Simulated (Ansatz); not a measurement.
Here is the system:

```
CELL_PARAMETERS angstrom
      0.00000     1.76216     1.76216
      1.76216     0.00000     1.76216
      1.76216     1.76216     0.00000
ATOMIC_POSITIONS crystal
  N  0.75000 0.75000 0.75000
  B  0.00000 0.00000 0.00000
```

No spin polarisation.

Calculations: PBE, PAW, 420 eV (Ansatz, a quantum-chemistry and plane-wave program; no spin-orbit coupling). k-mesh 16×16×16 (Γ-centred); smearing 0.05 eV (Fermi–Dirac).

Q: Predict the band gap, electron mass, hole mass and pressure.

A: 
* **Band gap**: 4.55 eV
* **Electron mass**: 0.88 mₑ along k, 0.29 mₑ across (at X)
* **Hole mass (degenerate bands, along [100])**: 0.51, 0.51, 0.54 mₑ (at Γ)
* **Pressure**: 36.52 GPa

The cells carry an imposed strain or load. Masses are band curvatures over ±0.01 Å⁻¹ around the edge. Along k means along the line from Γ to the band edge. No phonon test of stability was made. The cell was made from BN in the zinc blende structure (space group F-43m, No. 216) by this change: isotropic strain −2.77 %.
